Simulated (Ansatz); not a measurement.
Partial pair distribution functions of a relaxed model of amorphous Al$_{24}$Ba$_{4}$O$_{40}$, broadened by 0.06 Å; density 3.50 g/cm³. The numbers are results of PBE, scalar-relativistic without spin-orbit coupling (plane waves to 420 eV, PAW; Ansatz, an electronic-structure program), not measurements.

A CHGNet melt-quench gave the starting glass, which DFT then relaxed. O atoms were pushed apart under 1.9 Å during the dynamics, to hinder bonds among them. The hot cell started wider than the set density and was brought back towards it in steps. It is the lowest in DFT energy of 2 quenches. It is a model cell: composition and starting density were chosen by hand, and all elements were melted together. No dispersion term was used. Its density started from a set value of 3.68 and ended at 3.50 g/cm³. Cooling (nominally 240 K/ps over its main leg) ran many orders faster than in experiment, which tends to leave more defects and strain. One small periodic cell is one sample of the glass; other quenches scatter about these values. Volume and shape were free in the relaxation.

| r (Å) | g Al-O | g Ba-O | g Al-Al | g O-O |
|---|---|---|---|---|
| 1.50 | 0.00 | 0.00 | 0.00 | 0.00 |
| 1.60 | 0.33 | 0.00 | 0.00 | 0.00 |
| 1.70 | 4.51 | 0.00 | 0.00 | 0.00 |
| 1.80 | 10.24 | 0.00 | 0.00 | 0.00 |
| 1.90 | 5.78 | 0.00 | 0.00 | 0.00 |
| 2.00 | 1.56 | 0.00 | 0.00 | 0.00 |
| 2.10 | 0.35 | 0.00 | 0.00 | 0.00 |
| 2.20 | 0.17 | 0.00 | 0.00 | 0.00 |
| 2.30 | 0.03 | 0.01 | 0.00 | 0.11 |
| 2.40 | 0.00 | 0.28 | 0.00 | 0.42 |
| 2.50 | 0.00 | 1.19 | 0.05 | 0.88 |
| 2.60 | 0.05 | 2.16 | 0.42 | 1.70 |
| 2.70 | 0.17 | 2.14 | 1.28 | 2.68 |
| 2.80 | 0.27 | 2.65 | 1.51 | 2.97 |
| 2.90 | 0.25 | 2.06 | 1.55 | 3.45 |
| 3.00 | 0.29 | 1.77 | 2.18 | 2.54 |
| 3.10 | 0.44 | 1.58 | 3.32 | 1.66 |
| 3.20 | 0.74 | 1.12 | 3.11 | 0.99 |
| 3.30 | 0.83 | 1.22 | 2.70 | 0.89 |
| 3.40 | 0.92 | 0.85 | 2.28 | 0.46 |
| 3.50 | 1.11 | 0.52 | 1.07 | 0.31 |
| 3.60 | 1.07 | 0.68 | 0.36 | 0.77 |
| 3.70 | 1.05 | 1.06 | 0.22 | 0.81 |
| 3.80 | 1.29 | 1.12 | 0.28 | 0.61 |
| 3.90 | 1.19 | 0.70 | 0.28 | 0.68 |
| 4.00 | 1.32 | 0.70 | 0.25 | 0.63 |
| 4.10 | 1.38 | 1.17 | 0.60 | 0.41 |
| 4.20 | 1.44 | 1.44 | 0.65 | 0.37 |
| 4.30 | 1.50 | 1.07 | 0.59 | 0.41 |
| 4.40 | 1.59 | 0.77 | 0.57 | 0.77 |
| 4.50 | 1.38 | 0.77 | 1.39 | 0.74 |
| 4.60 | 1.20 | 1.38 | 1.37 | 0.77 |
| 4.70 | 1.10 | 0.96 | 0.80 | 0.84 |

Within 2.32 Å each Al has 4.42 O neighbours on average.
